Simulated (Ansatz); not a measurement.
**OH on the 1x1 (100) surface of beta Ga2O3 (cut with top plane Ga + 2 O), one in a 1x1 cell, started at the site 'hollow Ga over Ga at depth 9.3 Å'**

Host crystal: beta Ga2O3, with a band gap (PBE, scalar-relativistic without spin-orbit coupling).

Computed with PBE (plane waves to 420 eV, PAW; Ansatz, a quantum-chemistry and plane-wave program).

Set-up: 22 atoms, 10.2 Å thick at the start under the adsorbate (thin: gaps and levels are the slab's own); mesh 6x4x1; 0.01 eV smearing; dipole correction on; 10 atoms held, the rest relaxed; no symmetry held; spin-polarised, ending with about 1.0 μB a cell; orders that need a larger cell were not tried, no spin-orbit, no U, no dispersion correction. At the end it is bonded to Ga. In PBE it is, or lies within 0.03 eV of, the lowest of the starts that converged.

| Quantity | Value |
|---|---|
| adsorption energy against H2O(g) − ½ H2(g) | 2.16 eV |
| gap of the slab on its k-mesh | 0.50 eV |
| highest filled level below the top vacuum level | 7.01 eV |
| change of the step from the bottom to the top vacuum level, against the clean slab | 0.041 eV |
| energy released by relaxation | 2.04 eV |
| height of the binding atom over the mean of the host atoms within 0.3 Å of the top one | 1.812 Å |
| magnetic moment of the cell | 1.00 μB |
| nearest host atoms of the binding atom | Ga at 1.98 Å, O at 2.34 Å, O at 2.86 Å |
| largest move of a host atom | 0.16 Å |
| caution | the clean host was not checked against rearrangement in a larger or rattled cell |
| note | in the relaxation the adsorbate left its starting site by 0.7 Å |
| cost | roughly 30 core-minutes |

A negative adsorption energy means that the adsorbate is more stable on the surface than in its reference.
